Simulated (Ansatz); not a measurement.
Worked example: self-consistent single point of PPd3 (Pnma, 16 atoms in the cell) in Ansatz (a first-principles code).

Level of theory: PBEsol, default PAW files made with PBE (plane waves; Ansatz).

```xyz
16
Lattice="5.9710 0.0000 0.0000 0.0000 7.4450 0.0000 0.0000 0.0000 5.1660" Properties=species:S:1:pos:R:3 pbc="T T T"
Pd     0.1576     1.8613     4.4944
Pd     2.8279     5.5838     1.9114
Pd     3.1431     1.8613     3.2546
Pd     5.8134     5.5838     0.6716
P      5.2748     1.8613     2.3505
P      3.6817     5.5838     4.9335
P      2.2893     1.8613     0.2325
P      0.6962     5.5838     2.8155
Pd     1.0527     0.4735     1.7425
Pd     1.9328     6.9715     4.3255
Pd     4.0382     3.2490     0.8405
Pd     4.9183     4.1960     3.4235
Pd     4.9183     6.9715     3.4235
Pd     4.0382     0.4735     0.8405
Pd     1.9328     4.1960     4.3255
Pd     1.0527     3.2490     1.7425
```

Reference input (self-consistent single point, DFT, PBEsol, plane waves, default PAW files made with PBE): kpoints.mp_grid.grid = 6 5 7; hamiltonian.xc = pbesol; hamiltonian.pseudopotentials = {kind: paw} (the program's default PAW files); scf.occupations.method = cold; scf.occupations.width = 0.05 eV. This run's input differs from it in these lines:

```diff
@@ -31,4 +31,4 @@
   occupations:
-    method: cold
-    width: 0.05
+    method: gaussian
+    width: 0.1
 output:
```

The program printed (abridged):

```
SCF iter   1: F=—  HF=-85848.553683 eV  |F-HF|=—  |Δ(HF+E_count)|=         —  Δρ=9.40e-3  dr2=1.72e-1  ethr=1.77e-3  ⟨swp⟩=5.8  Hψ=25994  notcnv=0  defer=106
all-band conjugate gradients solve this SCF's bands
preconditioner: auto → Kerker (q_TF=auto, 2.741 Å⁻¹)
SCF iter   2: F=—  HF=-85848.516355 eV  |F-HF|=—  |Δ(HF+E_count)|=   3.73e-2  Δρ=4.03e-3  dr2=3.19e-2  ethr=7.30e-5  ⟨swp⟩=2.1  Hψ=11322  notcnv=0  defer=184
   [... lines left out ...]
SCF iter   4: F=—  HF=-85848.508124 eV  |F-HF|=—  |Δ(HF+E_count)|=   3.99e-4  Δρ=1.63e-4  dr2=1.24e-4  ethr=8.33e-7  ⟨swp⟩=2.0  Hψ=9370  notcnv=0  defer=184
SCF iter   5: F=—  HF=-85848.508085 eV  |F-HF|=—  |Δ(HF+E_count)|=   3.93e-5  Δρ=4.22e-5  dr2=5.18e-6  ethr=5.24e-8  ⟨swp⟩=2.0  Hψ=9385  notcnv=0  defer=184
SCF iter   6: F=—  HF=-85848.507713 eV  |F-HF|=—  |Δ(HF+E_count)|=   3.72e-4  Δρ=8.82e-6  dr2=2.06e-7  ethr=2.20e-9  ⟨swp⟩=2.0  Hψ=9194  notcnv=0  defer=184
SCF iter   7: F=-85848.507713 eV  HF=-85848.507713 eV  |F-HF|=6.75e-9  |Δ(HF+E_count)|=   3.78e-8  Δρ=2.41e-6  dr2=1.50e-8  ethr=4.24e-11  ⟨swp⟩=10.0  Hψ=29871  notcnv=0
SCF 1 converged in 7 iterations: F = -85848.507713 eV  dr2 = 1.50e-8
Free energy (F): -85848.507713 eV
Internal energy: -85848.472496 eV  (E = F + TS)
E sigma→0 (E₀):  -85848.490104 eV
Entropy (-TS):   -0.035217 eV (-2.201 meV/atom)
Fermi energy:    18.596292 eV
--- Forces (eV/Å), atoms counted from 1 ---
  atom   1  Pd     0.06984315    -0.00000000    -0.01529295
  atom   2  Pd    -0.06984315     0.00000000    -0.01529295
  atom   3  Pd     0.06984315    -0.00000000     0.01529295
  atom   4  Pd    -0.06984315     0.00000000     0.01529295
  atom   5  P     -0.14672837     0.00000000     0.14612075
  atom   6  P      0.14672837    -0.00000000     0.14612075
  atom   7  P     -0.14672837     0.00000000    -0.14612075
  atom   8  P      0.14672837    -0.00000000    -0.14612075
   [... lines left out ...]
  atom  16  Pd    -0.00712812     0.13729187     0.00834525
--- Stress (GPa, compression-positive) ---
       -0.792192      -0.000000       0.000000
       -0.000000      -0.955321      -0.000000
        0.000000      -0.000000      -1.202439
  P = ⅓ Tr σ = -0.9833 GPa (-9.833 kbar)
  The stress holds the Pulay correction. Without it, at fixed plane waves, as pw.x and ABINIT print it: P = -1.0375 GPa
```

The run converged in 7 iterations. Against the reference run the free energy drops by 1.1 meV/atom, the pressure hardly changes (-0.99 to -0.98 GPa) and the largest force hardly changes (0.212 to 0.207 eV/Å).

The starting cell comes from a database of published, mostly measured structures (it also holds non-ambient and calculated ones), without a prior relaxation at this level. Spin polarisation is off. Ansatz's pressure includes its estimate of the finite-basis (Pulay) stress.

Cost on one core of a shared machine: roughly 70 s.

Keys are those of Ansatz 0.2.
